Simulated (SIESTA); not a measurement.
A self-consistent single point of P2Pt5 (C2/c, 14 atoms in the cell) with SIESTA.

Computed with LDA PW92, numerical atomic orbitals DZP, PseudoDojo LDA standard norm-conserving potentials (rewritten from UPF to PSML) run with SIESTA.

```xyz
14
Lattice="5.4375 -2.7061 0.0000 5.4375 2.7061 0.0000 -1.2505 0.0000 7.3626" Properties=species:S:1:pos:R:3 pbc="T T T"
P      3.4345    -0.5097     1.6467
P      6.1899     0.5097     5.7159
P      6.8152    -0.5097     2.0346
P      2.8093     0.5097     5.3281
Pt     5.5198    -1.2195     7.1312
Pt     4.1046     1.2195     0.2315
Pt     3.4793    -1.2195     3.9128
Pt     6.1451     1.2195     3.4498
Pt     6.2628    -1.4905     4.3886
Pt     3.3617     1.4905     2.9741
Pt     2.7364    -1.4905     6.6554
Pt     6.8880     1.4905     0.7073
Pt     4.4996     2.1044     5.5220
Pt     5.1248    -2.1044     1.8407
```

Reference input (self-consistent single point, DFT, LDA PW92, numerical atomic orbitals DZP, PseudoDojo LDA standard norm-conserving potentials (rewritten from UPF to PSML)): XC.functional = LDA; XC.authors = PW92; potentials = PseudoDojo LDA standard; PAO.BasisSize = DZP; PAO.EnergyShift = 0.01 Ry; MeshCutoff = 400 Ry; kgrid.MonkhorstPack = 6 6 4; OccupationFunction = MP; OccupationMPOrder = 0; ElectronicTemperature = 0.2 eV; MaxSCFIterations = 150; SCF.Mixer.Method = Pulay. This run's input differs from it in these lines:

```diff
@@ -40,5 +40,5 @@
 %block kgrid.MonkhorstPack
-    6   0   0  0.0
-    0   6   0  0.0
-    0   0   4  0.0
+    4   0   0  0.5
+    0   4   0  0.5
+    0   0   3  0.5
 %endblock kgrid.MonkhorstPack
```

Log, with long lists cut:

```
        iscf     Eharris(eV)        E_KS(eV)     FreeEng(eV)     dDmax    Ef(eV) dHmax(eV)
   scf:    1   -36069.355162   -36242.883616   -36243.067387  0.751668 -0.182822 17.242626
   scf:    2   -36316.404760   -36283.388744   -36283.523844  0.177513 -0.929722 10.590129
   scf:    3   -36321.307048   -36309.557682   -36309.677035  0.282222 -1.996851  2.760183
   scf:    4   -36312.078042   -36311.037591   -36311.160030  0.088538 -2.255235  1.494228
   scf:    5   -36312.030864   -36311.759653   -36311.888813  0.116357 -2.496761  0.678773
   [... 7 lines left out ...]
   scf:   13   -36311.806531   -36311.806543   -36311.935037  0.000048 -2.534514  0.000554
   scf:   14   -36311.806526   -36311.806534   -36311.935037  0.000043 -2.534762  0.000388
   scf:   15   -36311.806533   -36311.806534   -36311.935037  0.000027 -2.534784  0.000128
   scf:   16   -36311.806535   -36311.806534   -36311.935037  0.000004 -2.534784  0.000045
SCF Convergence by DM+H criterion
max |DM_out - DM_in|         :     0.0000037370
max |H_out - H_in|      (eV) :     0.0000448749
SCF cycle converged after 16 iterations

Using DM_out to compute the final energy and forces

siesta: E_KS(eV) =           -36311.8065

siesta: E_KS - E_eggbox =    -36311.8065

siesta: Atomic forces (eV/Ang):
     1   -0.109084    0.028045    0.058033
     2    0.109084   -0.028045   -0.058033
     3    0.109084    0.028045   -0.058033
     4   -0.109084   -0.028045    0.058033
     5   -0.083862   -0.268819   -0.189642
     6    0.083862    0.268819    0.189642
     7    0.083862   -0.268819    0.189642
     8   -0.083862    0.268819   -0.189642
     9   -0.234280   -0.201236   -0.168194
    10    0.234280    0.201236    0.168194
    11    0.234280   -0.201236    0.168194
   [... lines left out ...]
siesta: FreeEng =    -36311.935037
   [... lines left out ...]
siesta:     0.059396   -0.000000   -0.000959
siesta:    -0.000000    0.052017    0.000000
siesta:    -0.000959    0.000000    0.048448

siesta: Cell volume =        216.675148 Ang**3

siesta: Pressure (static):
siesta:                Solid            Molecule  Units
siesta:          -0.00058037         -0.00062030  Ry/Bohr**3
siesta:          -0.05328708         -0.05695348  eV/Ang**3
siesta:         -85.37532060        -91.24953611  kBar
```

The run converged in 16 iterations. Against the reference run the free energy is nearly the same (within 1 meV/atom), the pressure hardly changes (-8.58 to -8.54 GPa) and the largest force goes from 0.416 to 0.401 eV/Å.

The starting cell comes from a database of computed structures (which also holds hypothetical and non-ambient phases and stackings), without a prior relaxation at this level. Spin polarisation is off. Values carry the incompleteness of an atom-centred basis.

Cost on one core of a shared machine: roughly 2 min.
